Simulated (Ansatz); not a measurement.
Results of r²SCAN in Ansatz (PAW) for Si (Cmcm, No. 63, 12 atoms in the cell; start mp-1095269; another form than the element's usual one).

Settings: plane-wave cutoff 560 eV, 10×10×4 k mesh (along the axes of the cell as run), Fermi–Dirac smearing 0.01 eV, scalar-relativistic PAW data made under PBE.

Cell (relaxed at this level):

Si has the orthorhombic space group Cmcm (No. 63), Pearson symbol oS24. Conventional cell: a = 3.830 Å, b = 10.719 Å, c = 12.685 Å, α = β = γ = 90.00°. Si1 on 8f is coordinated by 4 Si at 2.338–2.379 Å. Si2 on 8f sees 4 Si at 2.352–2.379 Å (tetrahedral). Si3 on 8f has 4 Si at 2.338–2.379 Å. (Neighbours: up to the widest gap in distance over summed covalent radii, below 1.35, at either atom.)
(The calculation used a cell of 12 atoms; values per cell refer to that cell.)

Q: What does this level give for the band gap and Γ–Γ gap?

A: 
* **band gap**: 0.70 eV (on the SCF k mesh)
* **Γ–Γ gap**: 1.30 eV

Note: the relaxation could not lower the start's symmetry, so the cell can be a saddle point above a distorted one.

A start named mp-… is a Materials Project structure, which need not be a measured phase.

Ansatz is a quantum-chemistry and plane-wave program.
